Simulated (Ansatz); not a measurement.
A working Ansatz (an electronic-structure program) input for Ce3Ga (Pm-3m, 4 atoms in the cell) (DFT, LDA (PW92), plane waves, default PAW files made with PBE):

Ansatz 0.2 input:
```yaml
# Ce3Ga
crystal:
  lattice:
    - [4.693632, 0.000000, 0.000000]
    - [0.000000, 4.693632, 0.000000]
    - [0.000000, 0.000000, 4.693632]
  atoms:
    - { symbol: Ce, position_ang: [2.346816, 2.346816, 0.000000], spin: 1.0 }
    - { symbol: Ce, position_ang: [0.000000, 2.346816, 2.346816], spin: 1.0 }
    - { symbol: Ce, position_ang: [2.346816, 0.000000, 2.346816], spin: 1.0 }
    - { symbol: Ga, position_ang: [0.000000, 0.000000, 0.000000] }
basis:
  ecutwfc: 420.0
kpoints:
  mp_grid: { grid: [6, 6, 6] }
hamiltonian:
  xc: lda
  pseudopotentials: { kind: paw }
magnetization:
  spin_polarized: true
scf:
  occupations: { method: cold, width: 0.272 }
output:
  forces: true
  eigenvalues: true
  stress: true
```

The run converged in 24 iterations: free energy E − TS (on the zero of these files) -22900.4946 eV; Fermi level (on the code's own zero) 13.77 eV; pressure -6.78 GPa; size of the cell's spin moment 1.58 μB. Each of these slips is then made, one at a time:

(1)
```diff
-  occupations: { method: cold, width: 0.272 }
+  occupations: { method: fixed }
```

(2)
```diff
-  occupations: { method: cold, width: 0.272 }
+  occupations: { method: mp, width: 0.272 }
```

Question: What happens in each case?

Answer: 
(1) Fixed occupations in a spin-polarised run with a free moment. The program stopped before any SCF iteration.
```
Error: inconsistent input (scf.occupations.method, magnetization): a σ = 0 step fill (method: fixed, or a smearing width below the step floor) cannot realise an odd electron count (49) without a locked total moment — the per-k integer fill puts the same N_el/2 bands in each spin channel; set magnetization.spin_polarized: true with magnetization.spi [...]
```

(2) A value that the program does not know. The program stopped before any SCF iteration.
```
Error: YAML parse error: error: line 22 column 26: unknown occupation method `mp` (expected fermi_dirac | gaussian | methfessel_paxton | cold | fixed | tetrahedron | tetrahedron_uncorrected | explicit)
  --> <input>:22:26
   |
20 |   spin_polarized: true
21 | scf:
22 |   occupations: { method: mp, width: 0.272 }
   |                          ^ unkn [...]
```

The starting cell comes from a database of computed structures (which also holds hypothetical and non-ambient phases and stackings), without a prior relaxation at this level. Its lattice was rescaled by a random factor within 2.5 % of one. The magnetic order is the one reached from the typed start; others were not searched systematically. With U or open f shells several self-consistent states can exist. The f electrons are in the valence without U or exact exchange, which can misplace them near the Fermi level. Spin-orbit terms, which matter for f shells, are left out. In the base run, with a pressure of about -7 GPa the cell is away from its equilibrium volume at this level. Ansatz's pressure includes its estimate of the finite-basis (Pulay) stress.

Left out of this page: 3 runs of the series with a known weakness of the program.
